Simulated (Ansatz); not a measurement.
Consider GaP in the zinc blende structure (space group F-43m, No. 216; a = 5.451 Å).

All numbers come from r2SCAN in Ansatz (plane waves to 500 eV, PAW, scalar-relativistic without spin-orbit coupling).

Before the change:

```
Property                                               Result
-----------------------------  ------------------------------
Gap character                  indirect, Γ → Γ–X (87 % along)
Shortest interatomic distance                        236.1 pm
Band gap                                              1.85 eV
```

Perturbation: As takes the place of P on all its sites, then cell and atoms are relaxed.

Task: How does this affect the gap character?

Result: The gap character changes from indirect, Γ → Γ–X (87 % along) to direct at Γ.

Task: How does this affect the shortest interatomic distance?

Result: The shortest interatomic distance goes up by 9.3 pm (236.1 pm → 245.4 pm).

Task: How does this affect the band gap?

Result: The band gap decreases by 0.89 eV to 0.96 eV.

Whether these cells are dynamically stable was not tested.

Ansatz is a first-principles code.
